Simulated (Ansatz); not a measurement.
# How the Voigt–Reuss–Hill bulk modulus of C11b WSi2 moves with the method

No measured value is used here.

| level (code) | value (GPa) | cell (Å³/atom) |
|---|---|---|
| PBE (Ansatz) | 218 | 13.67 |
| PBEsol (Ansatz) | 232 | 13.36 |
| revPBE (Ansatz) | 213 | 13.80 |
| PBE-D3(BJ) (Ansatz) | 235 | 13.25 |

Density-functional levels without +SOC have no spin–orbit coupling. PBE-D3(BJ): the dispersion coefficients are held fixed in the derivatives. Each level is taken at its own relaxed cell. Ansatz's density-functional and Hartree–Fock values are scalar-relativistic unless marked +SOC, with PAW data made under PBE.

Ansatz is a program for electronic structure.
